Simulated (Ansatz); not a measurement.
PbSe, response to strain

Base system: PbSe in the rock salt structure (space group Fm-3m, No. 225).

```yaml
crystal:
  lattice:
    - [0.00000, 3.05080, 3.05080]
    - [3.05080, 0.00000, 3.05080]
    - [3.05080, 3.05080, 0.00000]
  atoms:
    - { symbol: Pb, position: [0.00000, 0.00000, 0.00000] }
    - { symbol: Se, position: [0.50000, 0.50000, 0.50000] }
```

Cartesian axes are those of the cell as printed.

Strains are applied to the cell and any free atomic positions relax; under biaxial strain the out-of-plane vector relaxes too.

Computed with PBEsol (Ansatz, an electronic-structure program; PAW; 420 eV plane waves; no spin-orbit coupling).

Notes on the quantities. energy relative to the base: free energy F.

```csv
"biaxial strain, plane normal [001], relaxed out of plane (%)",energy relative to the base (meV/atom)
0,0.0
0.5,0.6
1,2.5
1.5,?
2,9.6
2.5,14.8
3,20.9
```

Problem. Fit ΔE = Aε² + Bε³ (ε in %) to the rows shown and predict the withheld row.

Solution. Least squares on the printed values gives A = 2.57 and B = -0.082 meV/atom (largest residual 0.0 meV/atom); this predicts 5.5 meV/atom, and the run gives 5.5 meV/atom, in agreement.

Stability against distortions was not tested.
